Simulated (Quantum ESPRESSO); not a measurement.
# Short convergence ladders for a (001) slab of P (cut from a parent of space group no. 166; 6 atoms in the cell)

```xyz
6
Lattice="3.4618 0.0000 0.0000 -1.7309 2.9980 0.0000 0.0000 0.0000 21.4160" Properties=species:S:1:pos:R:3 pbc="T T T"
P      0.0000     1.9987    14.4160
P      0.0000     0.0000    13.2782
P      0.0000     0.0000     8.1379
P      1.7309     0.9993     7.0000
P      1.7309     0.9993    11.2769
P      0.0000     1.9987    10.1391
```

Base method: PBEsol, PseudoDojo standard norm-conserving (PBESOL) pseudopotentials (plane waves; Quantum ESPRESSO 7.5).

Base settings: ecutwfc = 45 Ry; occupations = smearing; smearing = gauss; degauss = 0.0073499 Ry; potentials = {P: P.upf}; K_POINTS = automatic 5 5 1 0 0 0; conv_thr = 1e-08 Ry; mixing_beta = 0.4.

The count of work is k-points × plane waves × bands × iterations; it is no time. 

**The vacuum**

The mesh stays at the base's, so the ladder's end is converged at best in this setting alone.

Only quantities that move along the ladder and can be compared are tabulated.

| vacuum between outermost atoms (Å) | free energy less the last step's (meV/atom) | largest difference of a force vector from the last step's (eV/Å) |
|---|---|---|
| 3.0 | -34.62 | 0.226 |
| 4.0 | -11.37 | 0.084 |
| 5.0 | -2.85 | 0.018 |
| 6.0 | -0.72 | 0.006 |
| 7.0 | -0.17 | 0.002 |
| 8.0 | -0.03 | 0.001 |
| 10.0 | 0.00 | 0.000 |
| 12.0 | 0.00 | 0.000 |
| 14.0 | 0.00 | 0.000 |
| 17.0 | 0.00 | 0.000 |
| 20.0 | 0.00 | 0.001 |
| 25.0 | 0.00 | 0.000 |
| 30.0 | 0.00 | 0.000 |

Smallest vacuum between outermost atoms (Å) that holds the free energy within 2 meV/atom of the last step, with all finer ones: 6.0; the step before is off by 2.9 meV/atom.

Smallest vacuum between outermost atoms (Å) that holds the forces within 0.01 eV/Å of the last step, with all finer ones: 6.0; the step before is off by 0.018 eV/Å.

**The k-point mesh**

Only quantities that move along the ladder and can be compared are tabulated.

```csv
K_POINTS,free energy less the last step's (meV/atom),largest difference of a force vector from the last step's (eV/Å),count of work / last
automatic 2 2 1 0 0 0,582.53,1.157,0.025
automatic 3 3 1 0 0 0,33.84,0.417,0.037
automatic 4 4 1 0 0 0,-31.18,0.253,0.050
automatic 5 5 1 0 0 0,-21.42,0.091,0.062
automatic 6 6 1 0 0 0,-13.50,0.028,0.087
automatic 7 7 1 0 0 0,-8.00,0.086,0.091
automatic 8 8 1 0 0 0,-4.78,0.093,0.12
automatic 9 9 1 0 0 0,-3.77,0.066,0.14
automatic 11 11 1 0 0 0,-1.63,0.029,0.18
automatic 13 13 1 0 0 0,-0.26,0.019,0.26
automatic 15 15 1 0 0 0,0.04,0.021,0.34
automatic 17 17 1 0 0 0,0.16,0.029,0.41
automatic 20 20 1 0 0 0,0.29,0.021,0.55
automatic 24 24 1 0 0 0,0.10,0.003,0.76
automatic 28 28 1 0 0 0,0.00,0.000,1.0
```

Coarsest K_POINTS that holds the free energy within 2 meV/atom of the last step, with all finer ones: automatic 11 11 1 0 0 0, at 0.18 of the last step's count of work; the step before is off by 3.8 meV/atom.

Coarsest K_POINTS that holds the forces within 0.01 eV/Å of the last step, with all finer ones: automatic 24 24 1 0 0 0; the step before is off by 0.021 eV/Å.

**The plane-wave cutoff**

The mesh stays at the base's, so the ladder's end is converged at best in this setting alone.

Only quantities that move along the ladder and can be compared are tabulated.

```csv
ecutwfc,free energy less the last step's (meV/atom),largest difference of a force vector from the last step's (eV/Å),count of work / last
22 Ry,83.60,0.046,0.11
27 Ry,16.01,0.020,0.15
31 Ry,4.06,0.004,0.20
38 Ry,0.66,0.001,0.28
45 Ry,0.29,0.000,0.35
54 Ry,0.23,0.000,0.47
68 Ry,0.11,0.000,0.66
90 Ry,0.00,0.000,1.0
```

Coarsest ecutwfc that holds the forces within 0.01 eV/Å of the last step, with all finer ones: 31 Ry, at 0.20 of the last step's count of work; the step before is off by 0.020 eV/Å.

Coarsest ecutwfc that holds the free energy within 5 meV/atom of the last step, with all finer ones: 31 Ry, at 0.20 of the last step's count of work; the step before is off by 16 meV/atom.

On the base run: the starting cell comes from a database of computed structures (which also holds hypothetical and non-ambient phases and stackings), without a prior relaxation at this level. The slab is cut from that crystal, and its faces are unrelaxed. Its lattice was rescaled by up to half a per cent. Spin polarisation is off, though cut faces can carry moments; the slab shows no gap. Without a gap this mesh is coarse (it stands for a supercell whose shortest in-plane vector is 17 Å).
